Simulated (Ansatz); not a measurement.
# WC, response to strain

Take WC (space group P-6m2, No. 187; a = 2.922 Å, c = 2.846 Å; relaxed with 0.1 eV smearing) as the base. Axes: x lies along a and z along c of the hexagonal cell.

Strains are applied to the cell and any free atomic positions relax.

Computed with PBE (Ansatz, an electronic-structure program), without spin-orbit coupling.

Notes on the quantities. pressure: mean of the normal stresses, compression positive; energy relative to the base: free energy F.

```
case                             pressure  energy relative to the base  shortest interatomic distance
------------------------------  ---------  ---------------------------  -----------------------------
base                              0.0 GPa                   0 meV/atom                        2.207 Å
uniaxial strain ε_zz = −3.00 %   14.2 GPa                 +30 meV/atom                        2.180 Å
uniaxial strain ε_zz = −2.50 %   11.6 GPa                 +20 meV/atom                        2.185 Å
uniaxial strain ε_zz = −1.50 %    6.8 GPa                +7.2 meV/atom                        2.194 Å
uniaxial strain ε_zz = −1.00 %    4.4 GPa                +3.2 meV/atom                        2.198 Å
uniaxial strain ε_zz = −0.50 %    2.2 GPa                +0.8 meV/atom                        2.203 Å
uniaxial strain ε_zz = +0.50 %   -2.1 GPa                +0.8 meV/atom                     (withheld)
uniaxial strain ε_zz = +2.00 %   -8.0 GPa                 +12 meV/atom                        2.226 Å
uniaxial strain ε_zz = +2.50 %   -9.8 GPa                   (withheld)                        2.230 Å
uniaxial strain ε_zz = +3.00 %  -11.6 GPa                 +26 meV/atom                        2.235 Å
```

**Question.** What belongs in the blanks?

**Answer.** 
- uniaxial strain ε_zz = +0.50 %, shortest interatomic distance: 2.212 Å
- uniaxial strain ε_zz = +2.50 %, energy relative to the base: +18 meV/atom

Stability against distortions was not tested. The final runs are not spin-polarised.
